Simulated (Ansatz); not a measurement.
# Pd: isotropic strain +1.50 %

Start from Pd in the fcc (Cu type) structure (space group Fm-3m, No. 225; a = 3.945 Å; relaxed with 0.1 eV smearing).

Perturbation: every lattice vector is stretched by 1.50 %; the atoms relax in the strained cell.

Method: Ansatz (a quantum-chemistry and plane-wave program) PBE, without spin-orbit coupling. Γ-centred 29×29×29 mesh, Fermi–Dirac width 0.1 eV.

- Volume per atom: 16.06 Å³ (base 15.35 Å³)
- Space group: Fm-3m (No. 225) (base Fm-3m (No. 225))
- Shortest interatomic distance: 283.2 pm (base 279.0 pm)
- Energy relative to the base (free energy F): +15 meV/atom
- Band gap: zero (base zero)

Final structure:

```
CELL_PARAMETERS angstrom
      0.00000     2.00234     2.00234
      2.00234     0.00000     2.00234
      2.00234     2.00234     0.00000
ATOMIC_POSITIONS crystal
  Pd 0.00000 0.00000 0.00000
```

No phonon test of stability was made. All final runs are without spin polarisation. Pd lies near a magnetic instability that expansion can trigger; it was not tested.
